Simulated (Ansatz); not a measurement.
A (11,11) silicon nanotube, relaxed period 3.864 Å, atoms relaxed at each strain.

```json
[
 {"strain": "-0.015", "energy (meV a period)": "+122.7", "axial force (nN)": "-6.84"},
 {"strain": "+0.015", "energy (meV a period)": "+120.7", "axial force (nN)": "+6.64"}
]
```

The numbers are results of PBE (plane waves to 420 eV, PAW; Ansatz, a program for electronic structure), not measurements. Mesh 1×1×18. No spin polarisation. It repeats along c; a and b span vacuum. A hypothetical model, rolled from the flat sheet. It keeps the symmetry and period of its start, so it need not be a minimum against all distortions. Buckling under compression is shut out by symmetry and the short period. Energies are free energies at a Fermi–Dirac width of 0.05 eV, from the unstrained cell.

Mean diameter 23.48 Å.

### Question
Work out the axial stiffness dF/dε in two ways, and what it means for a modulus.

### Answer
From the forces: (+6.64 − (-6.84))/0.030 = 449 nN. From the energies: (E₊ + E₋)/(ε² c) = 0.2434 eV/(0.015² × 3.864 Å) = 280.0 eV/Å = 449 nN. The two agree to within 1 %. Spread over the circumference π × 23.48 Å, the force value is a sheet stiffness of 61 N/m.
